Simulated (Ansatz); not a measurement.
**Ta2H (C222, No. 21, 3 atoms in the cell; start mp-24082): properties by level of theory**

| level (code) | bulk modulus B0 (GPa) | cohesive energy (eV/atom) |
|---|---|---|
| LDA (Ansatz) | 223 | 7.44 |
| PBEsol (Ansatz) | 214 | 6.94 |
| r²SCAN (Ansatz) | 213 | 6.27 |

Caveats: the bulk modulus is −V dP/dV from two relaxed cells at ±2 % in volume (LDA, PBEsol, r²SCAN); the relaxation could not lower the start's symmetry, so the cell can be a saddle point above a distorted one (LDA, PBEsol, r²SCAN). Ansatz's density-functional and Hartree–Fock values are scalar-relativistic unless marked +SOC, with PAW data made under PBE.

Unless a cell is named, each level is at its own relaxed cell (LDA 12.40, PBEsol 12.67, r²SCAN 12.90 Å³/atom).

Free atoms are spin-polarised, in the lowest state found; at levels without +SOC their spin–orbit coupling is left out.

Computed values are for the static lattice.

A start named mp-… is a Materials Project structure, which need not be a measured phase.

Ansatz is an electronic-structure program.
